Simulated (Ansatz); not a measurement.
Input:

```yaml
crystal:
  lattice:
    - [0.00000, 2.79196, 2.79196]
    - [2.79196, 0.00000, 2.79196]
    - [2.79196, 2.79196, 0.00000]
  atoms:
    - { symbol: Cd, position: [0.00000, 0.00000, 0.00000] }
    - { symbol: S, position: [0.25000, 0.25000, 0.25000] }
```

No spin polarisation.

Method: LDA in Ansatz (plane waves to 420 eV, PAW, no SOC). Settings: 10×10×10 k-points, 0.05 eV Fermi–Dirac smearing.

### Question
Predict the electron mass.

### Answer
0.12 mₑ (at Γ).

### Question
Estimate the band gap.

### Answer
1.13 eV.

The cells carry an imposed strain or load. Masses are band curvatures over ±0.01 Å⁻¹ around the edge. No phonon test of stability was made. The cell was made from CdS in the zinc blende structure (space group F-43m, No. 216) by this change: isotropic strain −3.00 %.

Ansatz is an electronic-structure program.
